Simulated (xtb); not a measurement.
xtb 6.7.1, GFN2-xTB: Cl[Si]([Si](Cl)(Cl)Cl)[Si](Cl)(Cl)Cl, charge 0, multiplicity 2, 10 atoms. The geometry is a generated start, not checked to be a minimum at this level.

```yaml
run_flags: --grad
method: GFN2-xTB
"--acc": 1 (default)
"--etemp (K)": 300 (default)
basis_functions: 100
valence_electrons: 61
```

```xyz
10

Cl     0.3208    -1.6136     2.2723
Si     0.2226     0.0211     1.0799
Si     1.9285    -0.0346    -0.5146
Cl     3.6954     0.4216     0.3671
Cl     2.2264    -1.7485    -1.5633
Cl     1.5094     1.4330    -1.8585
Si    -1.9540     0.2861     0.2523
Cl    -2.5979     2.1556     0.6880
Cl    -3.3089    -0.9985     1.0462
Cl    -2.0422     0.0777    -1.7694
```

Charge 0 and multiplicity 2 are set for this test and not shown to be the ground state. GFN-xTB has no spin term: --uhf 1 sets the occupations alone.

One run each on 1 thread. Values of broydamp tried: 0.02, 0.05, 0.1, 0.2, 0.4 (default), 0.6, 0.8, 1.

Task: Which value of broydamp needs the fewest SCC iterations, and what happens away from it?

Result: Fewest SCC iterations, within one of each other: 0.6 with 17, 0.8 with 17. The count rises to 30 at 0.02. All converge to one solution.

```
broydamp       SCC iterations            end
-------------  --------------  -------------
0.02                       30  same solution
0.05                       27  same solution
0.1                        25  same solution
0.2                        20  same solution
0.4 (default)              19  same solution
0.6                        17  same solution
0.8                        17  same solution
1                          19  same solution
```
